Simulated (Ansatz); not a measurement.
N vacancy in wurtzite AlN: one set of geometries, relaxed with PBE, evaluated in Ansatz (PAW, plane waves to 420 eV, 500 eV under r2SCAN) with PBE, r2SCAN.

Cell and caveats: 96-site cell; 2×2×2 shifted k-points; start: the N site; charged states image-corrected; energies good to tenths of an eV; flagged in the runs: a host whose relaxation on this sampling wasn't shown to rest, a strain field that reaches the edge of the cell.

```tsv
quantity	PBE	r2SCAN
host gap (eV)	4.03	___
ε(+2/+1) above the VBM (eV)	0.14	___
ε(+1/0) above the VBM (eV)	3.29	___
largest moment on one atom at charge +2 (μB)	0.02	___
neutral formation energy against N2 molecule in a box (eV)	5.76	___
largest moment on one atom at charge 0 (μB)	0.04	___
```

Task: Given the lower rungs, what does r2SCAN give?

Result: 
- host gap (eV), r2SCAN: 4.67
- ε(+2/+1) above the VBM (eV), r2SCAN: 0.50
- ε(+1/0) above the VBM (eV), r2SCAN: 3.60
- largest moment on one atom at charge +2 (μB), r2SCAN: 0.03
- neutral formation energy against N2 molecule in a box (eV), r2SCAN: 6.52
- largest moment on one atom at charge 0 (μB), r2SCAN: 0.05

Ansatz is a first-principles code.
